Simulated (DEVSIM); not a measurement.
**Schottky contact on n-type Si**

Device: Schottky contact on n-type Si, at 300 K.

| layer (left to right) | material | thickness (μm) | Nd (cm⁻³) | τn (s) | τp (s) |
|---|---|---|---|---|---|
| 1 | Si | 0.410 | 1.5e16 | 7.1e-6 | 7.1e-6 |
| 2 | Si | 5.90 | 2.5e18 | 7.1e-6 | 7.1e-6 |

Left contact: Schottky, work function 4.81 eV, emission velocity 1e7 cm/s. Right contact: ohmic. Voltage is applied to the left contact. Recombination: SRH at mid-gap, radiative, Auger. Mobility is μmin + (μ − μmin)/(1 + (N/Nref)^α).

Constants are typed, rounded textbook-type inputs, not results; the design itself was drawn at random and stands for no fabricated device. Values at 300 K.

| parameter | Si |
|---|---|
| gap (eV) | 1.124 |
| affinity (eV) | 4.05 |
| permittivity | 11.7 |
| Nc (cm⁻³) | 2.86e19 |
| Nv (cm⁻³) | 3.1e19 |
| μn (cm²/Vs) | 1417 |
| μp (cm²/Vs) | 470 |
| μn,min | 52 |
| μp,min | 45 |
| Nref,n | 9.7e16 |
| Nref,p | 2.2e17 |
| αn | 0.68 |
| αp | 0.72 |
| B (cm³/s) | 4.7e-15 |
| Cn (cm⁶/s) | 2.8e-31 |
| Cp (cm⁶/s) | 9.9e-32 |

Model (solved in DEVSIM): 1D drift-diffusion, Boltzmann statistics, complete ionisation; no tunnelling, impact ionisation, image-force lowering or self-heating. Metal contacts follow the ideal Schottky-Mott rule: no Fermi-level pinning, no interface dipoles.

The potential step across the device at zero bias is 0.697 V, the dark forward voltage at 1 A/cm² is 0.311 V and the dark forward voltage at 100 A/cm² comes out as 0.436 V.

Dark forward current:

```
V (V)  J (A/cm²)
-----  ---------
0.05      3.9e-5
0.10     0.00030
0.15      0.0021
0.20       0.015
0.25       0.099
0.30        0.67
0.35         4.4
0.40          29
0.45         170
0.50         690
0.55        1800
0.60        3400
```

Small-signal capacitance in reverse bias (quasi-static):

```csv
V (V),C (nF/cm²)
-0.2,41.1
-0.5,34.9
-1,29.6
-1.5,27.3
-2,26.3
-3,25.6
-4,25.4
-5,25.2
-6.5,25.1
```
